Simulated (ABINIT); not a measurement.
**Short convergence ladders for MgB2 (P6mm, 3 atoms in the cell)**

```yaml
crystal:
  lattice:
    - [1.55272, -2.68940, 0.00000]
    - [1.55272, 2.68940, 0.00000]
    - [0.00000, 0.00000, 3.53760]
  atoms:
    - { symbol: Mg, position: [0.00000, 0.00000, 0.01413] }
    - { symbol: B, position: [0.33333, 0.66667, 0.50000] }
    - { symbol: B, position: [0.66667, 0.33333, 0.50000] }
```

Base method: PBEsol, PAW (JTH v2.0 PBE PAW, files made for PBE) (plane waves; ABINIT).

Base settings: pseudos = [Mg.GGA_PBE-JTH.xml, B.GGA_PBE-JTH.xml]; ecut = 40 Ry; pawecutdg = 80 Ry; ixc = -116133; occopt = 3; tsmear = 0.1 eV; ngkpt = 6 6 5; nshiftk = 1; shiftk = 0 0 0; potentials = JTH v2.0 PBE PAW.

The count of work is k-points × plane waves × bands × iterations; it is no time. Core times come from one kind of shared machine, to one figure; runs under 30 s give none.

**The k-point mesh at a smearing width of 0.05 eV**

In this ladder: tsmear = 0.05 eV.

The second cell is the first with its lattice scaled by 0.98.

Only quantities that move along the ladder and can be compared are tabulated.

These are the values that this program gave, and no reference: the one-centre exchange-correlation terms come from a truncated expansion.

```csv
ngkpt,free energy less the last step's (meV/atom),energy of the compressed cell less the first (meV/atom),pressure (GPa),largest difference of a force vector from the last step's (eV/Å),count of work / last,core time / last (rough)
4 4 3,44.35,-3.97,-5.77,0.012,0.012,–
5 5 4,-2.49,-4.13,-5.87,0.002,0.022,–
6 6 5,4.79,-2.51,-5.43,0.009,0.032,–
8 8 6,2.59,-2.75,-5.47,0.003,0.065,–
9 9 7,-0.22,-2.89,-5.52,0.004,0.078,–
11 11 8,-1.37,-3.53,-5.68,0.003,0.12,0.1
13 13 10,0.37,-3.41,-5.65,0.002,0.21,0.2
16 16 12,-0.17,-3.29,-5.62,0.001,0.32,0.5
24 24 18,0.00,-3.22,-5.60,0.000,1.0,1
```

Coarsest ngkpt that holds the energy of the compressed cell less the first within 0.2 meV/atom of the last step, with all finer ones: 13 13 10, at 0.21 of the last step's count of work and about 0.2 of the last step's time; the step before is off by 0.30 meV/atom.

Coarsest ngkpt that holds the free energy within 2 meV/atom of the last step, with all finer ones: 9 9 7, at 0.078 of the last step's count of work; the step before is off by 2.6 meV/atom.

The energy difference between the two cells stays within 1 meV/atom of the last step's from 4 4 3 on, the total only from 13 13 10 on: much of the error is common to both cells and cancels.

**The width of Gaussian smearing**

In this ladder: occopt = 7; ngkpt = 10 10 8.

Narrow widths need finer meshes than wide ones, so the last steps can hold mesh noise.

Only quantities that move along the ladder and can be compared are tabulated; pressure and forces are left out, as mesh noise rules them at narrow widths.

These are the values that this program gave, and no reference: the one-centre exchange-correlation terms come from a truncated expansion.

| tsmear | free energy less the last step's (meV/atom) |
|---|---|
| 1 eV | -55.21 |
| 0.5 eV | -14.61 |
| 0.3 eV | -5.37 |
| 0.2 eV | -2.33 |
| 0.1 eV | -0.45 |
| 0.05 eV | 0.00 |

Widest tsmear that holds the free energy within 2 meV/atom of the last step, with all finer ones: 0.1 eV; the step before is off by 2.3 meV/atom.

On the base run: the starting cell has typed, rounded lattice constants, without a prior relaxation at this level. Its lattice was rescaled by up to half a per cent. One atom was moved a little off its site on purpose. The potentials were made for another functional than the one used. In the base run, with a pressure of about -5 GPa the cell is away from its equilibrium volume at this level. Without a gap this mesh is coarse (it stands for a supercell whose shortest vector is 18 Å).

Left out of this page: 2 runs of the series with a known weakness of the program.
